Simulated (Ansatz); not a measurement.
# CdO (model structure, started from the NiAs type, P6₃/mmc, No. 194, 4 atoms in the cell): properties by level of theory

| level (code) | equilibrium lattice constant a (Å) | lattice parameter c (Å) |
|---|---|---|
| PBE (Ansatz) | 3.310 | [?] |
| PBEsol (Ansatz) | 3.253 | [?] |
| PBE-D3(BJ) (Ansatz) | 3.276 | [?] |

Problem. Complete the blanks.

Solution. 
- PBE (Ansatz, a first-principles code), lattice parameter c (Å): 5.802
- PBEsol (Ansatz), lattice parameter c (Å): 5.716
- PBE-D3(BJ) (Ansatz), lattice parameter c (Å): 5.766

Ansatz's density-functional and Hartree–Fock values are scalar-relativistic unless marked +SOC, with PAW data made under PBE.

Static lattice: no zero-point or thermal effects.

A model structure was made by putting elements into a prototype or built by hand; it is no filed structure, need not be a known phase, and can be a saddle point held by its symmetry.
